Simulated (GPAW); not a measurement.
A self-consistent single point of HfN (I4mm, 2 atoms in the cell) with GPAW.

Computed with PBEsol, GPAW PAW datasets PBEsol (made by gpaw-setup) (plane waves; GPAW).

```
HfN
1.0
    0.00000     2.24870     2.24870
    2.24870     0.00000     2.24870
    2.24870     2.24870     0.00000
Hf N
1 1
Direct
  0.01112   0.01112   0.98888
  0.50000   0.50000   0.50000
```

Reference input (self-consistent single point, DFT PBEsol, plane waves, GPAW PAW datasets PBEsol (made by gpaw-setup)): mode = pw; ecut = 950 eV; xc = PBEsol; kpts = 6 6 6; mesh shift (steps) = 0 0 0; occupations.name = fermi-dirac; occupations.width = 0.1 eV; nbands = -10; convergence.density = 1e-05 e/electron; symmetry.symmorphic = false; symmetry.tolerance = 0.0005; maxiter = 150. This run's input differs from it in these lines:

```diff
@@ -16,3 +16,3 @@
             occupations=FermiDirac(0.1),
-            nbands=-10,
+            nbands=8,
             convergence={'density': 1e-05},
```

Output, abridged:

```
Input parameters:
  convergence: {density: 1e-05}
  kpts: {gamma: True,
         size: (6, 6, 6)}
  maxiter: 150
  mode: {ecut: 950.0,
         name: pw}
  nbands: 8
  occupations: {fixmagmom: False,
                name: fermi-dirac,
                width: 0.1}
  symmetry: {symmorphic: False,
             tolerance: 0.0005}
  xc: PBEsol

species:
  Hf:
    name: Hafnium
    Z: 72.0
    valence: 12
    core: 60
    charge: 0.0
    file: Hf.PBEsol.gz

    # Using partial waves for Hf as LCAO basis

  N:
    name: Nitrogen
    Z: 7.0
    valence: 5
    core: 2
    charge: 0.0
    file: N.PBEsol.gz

    # Using partial waves for N as LCAO basis

Reference energy: -411238.345407  # eV

Spin-paired calculation

Traceback (most recent call last):
   [... frames left out ...]
ValueError: Too few bands!  Electrons: 17.000000, bands: 8
```

The program stopped before any SCF iteration. 

The starting cell has typed, rounded lattice constants, without a prior relaxation at this level. Its lattice was rescaled by up to half a per cent. One atom was moved a little off its site on purpose. Spin-orbit coupling is off.
